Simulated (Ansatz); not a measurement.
The reference is SnO2 in the rutile structure (space group P4_2/mnm, No. 136; a = 4.828 Å, c = 3.238 Å). Axes: x, y, z lie along a, b, c of the conventional cell.

One thing is altered: uniaxial stress, 1 GPa compression along z; all other stress components relax to zero.

Levels (all Ansatz, an electronic-structure program, PAW): PBE (420 eV, no spin-orbit coupling); r2SCAN (500 eV, spin-orbit coupling left out); HSE06 (420 eV, no SOC); PBE+SOC (420 eV, spin-orbit coupling included).

One geometry, relaxed with PBE, under each level:

The valence-band top lists the three highest levels at Γ (Kramers pairs under SOC), from the VBM.

```json
[
 {"level": "PBE", "band gap": "0.71 eV", "lowest conduction level above the VBM at special points": "Γ 0.71 eV; X 3.90 eV; M 4.31 eV; A 4.37 eV", "valence-band top at Γ": "0.00, -0.74, -0.74 eV", "electron mass": "0.16 mₑ along z, 0.17 mₑ across (at Γ)", "pressure": "0.33 GPa"},
 {"level": "r2SCAN", "band gap": "1.35 eV", "lowest conduction level above the VBM at special points": "Γ 1.35 eV; X 4.57 eV; M 5.00 eV; A 5.12 eV", "valence-band top at Γ": "–", "electron mass": "–", "pressure": "-7.28 GPa"},
 {"level": "HSE06", "band gap": "(withheld)", "lowest conduction level above the VBM at special points": "(withheld)", "valence-band top at Γ": "–", "electron mass": "–", "pressure": "–"},
 {"level": "PBE+SOC", "band gap": "0.71 eV", "lowest conduction level above the VBM at special points": "Γ 0.71 eV; X 3.90 eV; M 4.32 eV; A 4.37 eV", "valence-band top at Γ": "0.00, -0.73, -0.75 eV", "electron mass": "0.16 mₑ along z, 0.17 mₑ across (at Γ)", "pressure": "0.29 GPa"}
]
```

Give the withheld HSE06 results.


- HSE06, band gap: 2.40 eV
- HSE06, lowest conduction level above the VBM at special points: Γ 2.40 eV; X 5.75 eV; M 6.24 eV

Single points use the geometry relaxed with PBE. Their cutoffs differ, which shifts pressures a little. Differences between runs with and without spin-orbit coupling are approximate. Load acts through the strain it causes; cell and atoms are relaxed under it. Effective masses come from finite differences of ±0.01 Å⁻¹. Beyond what the load breaks, stability against distortions was not tested.
